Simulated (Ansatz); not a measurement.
The reference is BeS in the zinc blende structure (space group F-43m, No. 216).

```yaml
crystal:
  lattice:
    - [0.00000, 2.43415, 2.43415]
    - [2.43415, 0.00000, 2.43415]
    - [2.43415, 2.43415, 0.00000]
  atoms:
    - { symbol: S, position: [0.75000, 0.75000, 0.75000] }
    - { symbol: Be, position: [0.00000, 0.00000, 0.00000] }
```

Cartesian axes are those of the cell as printed.

Calculations: DFT with r2SCAN, PAW potentials and a 500 eV plane-wave cutoff in Ansatz (an electronic-structure program), spin-orbit coupling left out, earlier PAW set.

Now apply this change: the cell is compressed by 1.09 % along x with no lateral relaxation; the atoms relax in the strained cell.

Q: Predict the stress tensor and what it implies for the stiffness.

A: Stress of the strained cell less that of the base (GPa, compression positive):
```
   1.82    0.00    0.00
   0.00    0.73    0.00
   0.00    0.00    0.73
```

Then −Δσ_ii/ε with ε = -0.0109 gives relaxed-ion elastic constants: C11 ≈ 167 GPa, C12 ≈ 67 GPa and C13 ≈ 67 GPa.

No phonon test of stability was made.
